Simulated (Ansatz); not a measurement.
For TaSi (model structure, started from the NbAs type, I4₁md, No. 109, 4 atoms in the cell), PBEsol (Ansatz, a program for electronic structure, plane waves, PAW) gives:

```
Item                        Value
-------------------  ------------
lattice parameter a       3.387 Å
c axis length            11.613 Å
bulk modulus B0           177 GPa
cohesive energy      7.13 eV/atom
```

### Question
What does r²SCAN in Ansatz (PAW) give for the same quantities?

### Answer

- lattice constant a: 3.397 Å (goes up by 0.3 %)
- lattice parameter c: 11.728 Å (grows by 1.0 %)
- bulk modulus: 176 GPa (hardly moves)
- cohesive energy: 6.44 eV/atom (falls by 0.69 eV/atom)

Changes are worked out from the printed values.

Unless a cell is named, each level is at its own relaxed cell (PBEsol 16.65, r²SCAN 16.92 Å³/atom).

Levels without +SOC leave out spin–orbit coupling, which shifts energies and cells of such heavy elements.

Caveats: the bulk modulus is −V dP/dV from two relaxed cells at ±2 % in volume (PBEsol, r²SCAN). Ansatz's density-functional and Hartree–Fock values are scalar-relativistic unless marked +SOC, with PAW data made under PBE.

A model structure was made by putting elements into a prototype or built by hand; it is no filed structure, need not be a known phase, and can be a saddle point held by its symmetry.
